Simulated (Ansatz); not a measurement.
Start from Ir in the simple cubic structure (space group Pm-3m, No. 221; a = 2.541 Å; a hypothetical phase, not in the database extracts checked).

Method: DFT with PBEsol, PAW potentials and a 420 eV plane-wave cutoff in Ansatz (a first-principles code), without spin-orbit coupling.

One change was made to it. Results:

```tsv
quantity	base	after
shortest interatomic distance	2.541 Å	2.512 Å
density	19.47 g/cm³	20.13 g/cm³
```

Question: Name the change that was made.
A) pressure 0.7 GPa
B) pressure 0.3 GPa
C) pressure 10 GPa
D) pressure −1 GPa

Answer: C, pressure 10 GPa. For comparison, the shortest interatomic distance in the other runs: pressure 0.3 GPa gives 2.540 Å; pressure 0.7 GPa gives 2.538 Å; pressure −1 GPa gives 2.544 Å.

Load acts through the strain it causes; cell and atoms are relaxed under it. Stability against distortions was not tested. Competing high-pressure phases were not computed. All final runs are without spin polarisation. Ir has a high density of states at the Fermi level and may be magnetic at this level.
